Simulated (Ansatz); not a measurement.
SiC (model structure, started from the PtS type, P4₂/mmc, No. 131, 4 atoms in the cell), treated with r²SCAN (plane waves, PAW; Ansatz, a quantum-chemistry and plane-wave program).

From the output:

```
Crystal: 4 atoms, lattice volume = 43.696 Å³
Basis set: ecut = 560 eV, 1295 PW (Γ), exchange–correlation on 72×72×120 points (27 copies of the dense FFT grid, shifted against one another)
Bands: 12, of which v1, the nominal top of the filled ones, is band 8 counted from 1 (7 counted from 0)
Symmetry: 16 space group operations
Space group: P42/mmc (ITA 131), of the structure as read, at distance tolerance 3.5e-5 Å
k-points: 385 of 3888
Functional: x = r2scan, c = r2scan; τ floored in thin density (d = 2e-4 eV/Å³)
SCF iter   1: F=—  HF=-1777.586853 eV  |F-HF|=—  |Δ(HF+E_count)|=         —  Δρ=1.09e-2  dr2=4.27e-2  dr2_τ=2.52e-1
SCF iter   2: F=—  HF=-1777.662307 eV  |F-HF|=—  |Δ(HF+E_count)|=   7.55e-2  Δρ=7.29e-3  dr2=1.93e-2  dr2_τ=1.08e-4
  ...
SCF iter   8: F=—  HF=-1777.658237 eV  |F-HF|=—  |Δ(HF+E_count)|=   4.12e-9  Δρ=1.76e-6  dr2=1.96e-9  dr2_τ=3.51e-11
SCF iter   9: F=-1777.658237 eV  HF=-1777.658237 eV  |F-HF|=1.05e-11  |Δ(HF+E_count)|=  1.48e-10  Δρ=1.84e-7  dr2=2.00e-11  dr2_τ=2.53e-13
SCF 1 converged in 9 iterations: F = -1777.658237 eV  dr2 = 2.00e-11
SCF converged after 9 iterations
Free energy (F): -1777.658237 eV
Internal energy: -1777.644857 eV  (E = F + TS)
E sigma→0 (E₀):  -1777.651547 eV
Fermi energy:    9.475472 eV
--- Stress (GPa, compression-positive) ---
        1.725179       0.000000       0.000000
        0.000000       1.725179       0.000000
        0.000000       0.000000       0.129748
  P = ⅓ Tr σ = 1.1934 GPa (11.934 kbar)
```

Problem. Write an input file that could have produced this run (the log leaves some choices open).

Solution. This is not unique; one that fits is 
Ansatz 0.2 input:
```yaml
crystal:
  lattice:
    - [2.9744586072, 0.0, 0.0]
    - [0.0, 2.9744586072, 0.0]
    - [0.0, 0.0, 4.9388299049]
  atoms:
    - { symbol: Si, position: [0.0, 0.5, 0.0] }
    - { symbol: Si, position: [0.5, 0.0, 0.5] }
    - { symbol: C, position: [0.0, 0.0, 0.25] }
    - { symbol: C, position: [0.0, 0.0, 0.75] }
basis:
  ecutwfc: 560
  ecutrho_ratio: 4
  xc_grid: 3
kpoints:
  mp_grid: { grid: [18, 18, 12] }
hamiltonian:
  xc: r2scan
  dispersion: none
  pseudopotentials: { kind: paw }
scf:
  occupations: { method: fermi_dirac, width: 0.05 }
  convergence: { dr2_threshold: 0.0000000004 }
output:
  forces: true
  stress: true
  eigenvalues: true
```

The PAW data were made under PBE.

Note: the relaxation could raise the start's symmetry but not lower it, so the cell can be a saddle point. Note: cell and atoms aren't relaxed at this level (pressure 1.2 GPa).

A model structure was made by putting elements into a prototype or built by hand; it is no filed structure, need not be a known phase, and can be a saddle point held by its symmetry.
